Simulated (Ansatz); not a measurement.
W3Si2 (P4/mbm, No. 127; start mp-1079377): properties by level of theory

```tsv
level (code)	lattice constant a (Å)	c axis length (Å)
LDA (Ansatz)	6.544	3.254
PBE (Ansatz)	6.624	3.318
PBEsol (Ansatz)	6.577	3.280
PBE-D3(BJ) (Ansatz)	6.567	3.281
PBE-D4 (Ansatz)	6.573	3.285
```

Caveats: the relaxation could not lower the start's symmetry, so the cell can be a saddle point above a distorted one (LDA, PBE, PBEsol, PBE-D3(BJ), PBE-D4). Ansatz's density-functional and Hartree–Fock values are scalar-relativistic unless marked +SOC, with PAW data made under PBE.

The computed numbers hold no vibrational or temperature effects.

A start named mp-… is a Materials Project structure, which can be a computed phase never made.

Ansatz is an electronic-structure program.
